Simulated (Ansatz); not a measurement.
# Pressure series in Hf

The parent structure is Hf in the hcp (Mg type) structure (space group P6_3/mmc, No. 194).

```
CELL_PARAMETERS angstrom
      3.20423     0.00000     0.00000
     -1.60212     2.77495     0.00000
      0.00000     0.00000     5.06913
ATOMIC_POSITIONS crystal
  Hf 0.33333 0.66667 0.75000
  Hf 0.66667 0.33333 0.25000
```

Cell and atoms are relaxed at each pressure.

Computed with PBE (Ansatz, a first-principles code; PAW; 420 eV plane waves; without spin-orbit coupling).

Two rows of this table had their results exchanged by mistake.

```json
[
 {"pressure": "pressure −2 GPa", "volume per atom (Å³)": "22.98", "shortest distance (Å)": "3.158", "band gap": "zero"},
 {"pressure": "pressure −1 GPa", "volume per atom (Å³)": "22.75", "shortest distance (Å)": "3.148", "band gap": "zero"},
 {"pressure": "pressure 3 GPa", "volume per atom (Å³)": "21.94", "shortest distance (Å)": "3.111", "band gap": "zero"},
 {"pressure": "pressure 7 GPa", "volume per atom (Å³)": "21.24", "shortest distance (Å)": "3.078", "band gap": "zero"},
 {"pressure": "pressure 15 GPa", "volume per atom (Å³)": "20.08", "shortest distance (Å)": "3.024", "band gap": "zero"},
 {"pressure": "pressure 30 GPa", "volume per atom (Å³)": "14.38", "shortest distance (Å)": "2.707", "band gap": "zero"},
 {"pressure": "pressure 50 GPa", "volume per atom (Å³)": "16.89", "shortest distance (Å)": "2.870", "band gap": "zero"},
 {"pressure": "pressure 75 GPa", "volume per atom (Å³)": "15.45", "shortest distance (Å)": "2.789", "band gap": "zero"},
 {"pressure": "pressure 100 GPa", "volume per atom (Å³)": "18.45", "shortest distance (Å)": "2.945", "band gap": "zero"}
]
```

Task: Which two?

Result: The rows for pressure 30 GPa and pressure 100 GPa: the volume has to fall steadily with pressure, so 18.45 Å³ belongs to pressure 30 GPa and 14.38 Å³ to pressure 100 GPa.

Load acts through the strain it causes; cell and atoms are relaxed under it. Whether these cells are dynamically stable was not tested. No other phases were tried under pressure. All final runs are without spin polarisation.
